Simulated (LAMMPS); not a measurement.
MD of Cu (fcc) at zero pressure, 2048 atoms, as a crystal; each row is its own run.

All values are model results, not measurements: classical MD, pair style eam/fs, file CuZr_mm.eam.fs, run in LAMMPS.

| T (K) | enthalpy (eV/atom) |
|---|---|
| 200 | -3.2312 |
| 300 | -3.2048 |
| 610 | -3.1200 |
| 810 | -3.0635 |
| 1220 | -2.9406 |
| 1430 | -2.8713 |
| 1630 | -2.7919 |

**Question.** Fit a straight line, y = a + b x, to these rows (x is the first column, y the second) and predict the run at x = 1020.

**Answer.** Least squares gives a = -3.2996 and b = 0.0003022. At x = 1020 the fit predicts -2.9913 eV/atom. The run itself gave -3.0018 ± 0.0005 eV/atom, so the fit is 10 meV/atom high.

Caution (rows 1430; 1630): this crystal lies over the melting point of about 1370 K that EAM-type CuZr_mm.eam.fs gives, so it is superheated.
